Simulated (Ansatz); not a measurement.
Results of LDA (Ansatz, an electronic-structure program, PAW) for Tl2Se (model structure, started from the fluorite type, Fm-3m, No. 225, 3 atoms in the cell).

Settings: plane-wave cutoff 520 eV, 14×14×14 k mesh, Fermi–Dirac smearing 0.05 eV, scalar-relativistic PAW data made under PBE.

Cell (relaxed with PBEsol):

```cif
data_SeTl2
_chemical_formula_sum 'Se1 Tl2'
_space_group_name_H-M_alt 'P 1'
_space_group_IT_number 1
_cell_length_a 5.18727
_cell_length_b 5.18727
_cell_length_c 5.18727
_cell_angle_alpha 60.000
_cell_angle_beta 60.000
_cell_angle_gamma 60.000
loop_
_space_group_symop_operation_xyz
  'x, y, z'
loop_
_atom_site_label
_atom_site_type_symbol
_atom_site_fract_x
_atom_site_fract_y
_atom_site_fract_z
_atom_site_occupancy
Se1 Se 0.00000 0.00000 0.00000 1
Tl1 Tl 0.25000 0.25000 0.25000 1
Tl2 Tl 0.75000 0.75000 0.75000 1
```

Question: Estimate the band gap and direct gap at Γ that the calculation returns.

Answer: 
- band gap: 0.03 eV (under three smearing widths, so not firm)
- direct gap at Γ: 2.82 eV

Note: the relaxation could raise the start's symmetry but not lower it, so the cell can be a saddle point; cell and atoms aren't relaxed at this level (pressure -1.5 GPa).

Spin–orbit coupling is not included; it can close the smallest gap of 0.03 eV.

Static lattice: no zero-point or thermal effects.

A model structure was made by putting elements into a prototype or built by hand; it is no filed structure, need not be a known phase, and can be a saddle point held by its symmetry.
